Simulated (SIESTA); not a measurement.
# Variants of one calculation on TaHg3F6 (P1, 10 atoms in the cell)

```
CELL_PARAMETERS angstrom
      5.13064     0.00000     0.00000
     -2.56532     4.44327     0.00000
      0.00000     0.00000     7.49495
ATOMIC_POSITIONS crystal
  Ta 0.98866 0.99068 0.50939
  Hg 0.67858 0.33485 0.99395
  Hg 0.33948 0.65290 0.99927
  Hg 0.98915 0.00738 0.00890
  F  0.31360 0.29464 0.34726
  F  0.72078 0.70793 0.65448
  F  0.69033 0.00924 0.33722
  F  0.29251 0.98367 0.64211
  F  0.00296 0.71604 0.35242
  F  0.98395 0.30267 0.65499
```

Base run A: GGA PBEsol, numerical atomic orbitals TZP, PseudoDojo PBEsol standard norm-conserving potentials (rewritten from UPF to PSML) (SIESTA), self-consistent single point.

Its settings: XC.functional = GGA; XC.authors = PBEsol; potentials = PseudoDojo PBEsol standard; PAO.BasisSize = TZP; PAO.EnergyShift = 0.01 Ry; MeshCutoff = 400 Ry; kgrid.MonkhorstPack = 4 4 2; OccupationFunction = FD; ElectronicTemperature = 0.05 eV; MaxSCFIterations = 150; SCF.Mixer.Method = Pulay; SCF.Mixer.Weight = 0.25; SCF.Mixer.History = 6; SCF.DM.Tolerance = 1.0E-05.

The starting cell comes from a database of computed structures (which also holds hypothetical and non-ambient phases and stackings), without a prior relaxation at this level. Its atoms were displaced at random from the sites of space group no. 162. Spin polarisation is off; with an odd number of electrons in the cell that forces a metal, and a magnetic state may lie lower. Values carry the incompleteness of an atom-centred basis. In the base run, with a pressure of about -8 GPa the cell is away from its equilibrium volume at this level. In the base run, forces exceed 1 eV/Å. Without a gap this mesh is coarse (it stands for a supercell whose shortest vector is 15 Å).

ΔF is the free energy per atom less that of run A. A dash stands where there is no value to compare (another energy zero or no entropy term, no result, no spin, no clean gap, or a mesh too coarse for one). Absolute energies have different zeros for different potentials, functionals, Hubbard and dispersion terms and are not compared across them.

Run A gave: pressure (GPa) -8.20; largest force (eV/Å) 6.294; k-points 23.

Runs:
- B: kgrid.MonkhorstPack: 4 4 2 → 3 3 2
- C: OccupationFunction: FD → MP; ElectronicTemperature: 0.05 eV → 0.3 eV; OccupationMPOrder: default → 0
- D: DFTU.ProjectorGenerationMethod: default → 2; DFTU.CutoffNorm: default → 0.9; DFTU.FirstIteration: default → true; DFTU.proj: default → [Ta 1, n=5 2, 7.00 0.00, 0.00 0.00] [GGA PBEsol+U]
- E: MaxSCFIterations: 150 → 300; SCF.Mixer.History: 6 → 3
- F: MaxSCFIterations: 150 → 300; SCF.Mixer.Weight: 0.25 → 0.01
- G: PAO.EnergyShift: 0.01 Ry → 0.002 Ry

Task: What does run D change against A?

Result: The pressure goes from -8.20 to -6.69 GPa and the largest force goes from 6.294 to 7.190 eV/Å.

Task: What does run C change against A?

Result: The free energy stays essentially unchanged (within 1 meV/atom), the pressure goes from -8.20 to -8.04 GPa and the largest force hardly changes (6.294 to 6.293 eV/Å).

```
run  ΔF (meV/atom)  pressure (GPa)  largest force (eV/Å)  k-points
---  -------------  --------------  --------------------  --------
A             0.00           -8.20                 6.294        23
B             55.8           -8.45                 6.295        11
C            -0.50           -8.04                 6.293        23
D                –           -6.69                 7.190        23
E             0.00           -8.20                 6.294        23
F             0.00           -8.20                 6.294        23
G           -638.3           -2.08                 6.165        23
```
